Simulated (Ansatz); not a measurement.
# Response to strain in WSi2

The parent structure is WSi2 (space group I4/mmm, No. 139; relaxed with 0.1 eV smearing).

```yaml
crystal:
  lattice:
    - [-1.61445, 1.61445, 3.93487]
    - [1.61445, -1.61445, 3.93487]
    - [1.61445, 1.61445, -3.93487]
  atoms:
    - { symbol: Si, position: [0.66548, 0.66548, 0.00000] }
    - { symbol: Si, position: [0.33452, 0.33452, 0.00000] }
    - { symbol: W, position: [0.00000, 0.00000, 0.00000] }
```

Cartesian axes are those of the cell as printed.

Strains are applied to the cell and any free atomic positions relax.

The values are results of PBE (Ansatz, a program for electronic structure; PAW; 420 eV plane waves; no SOC), not measurements.

Notes on the quantities. energy relative to the base: free energy F.

```csv
uniaxial strain ε_zz (%),energy relative to the base (meV/atom)
-3,22.1
-2.5,15.1
-2,?
-1.5,5.2
-1,2.3
-0.5,0.6
0,0.0
```

### Question
Fit ΔE = Aε² + Bε³ (ε in %) to the rows shown and predict the withheld row.

### Answer
Least squares on the printed values gives A = 2.20 and B = -0.087 meV/atom (largest residual 0.0 meV/atom); this predicts 9.5 meV/atom, and the run gives 9.5 meV/atom, in agreement.

Whether these cells are dynamically stable was not tested. The final runs are not spin-polarised.
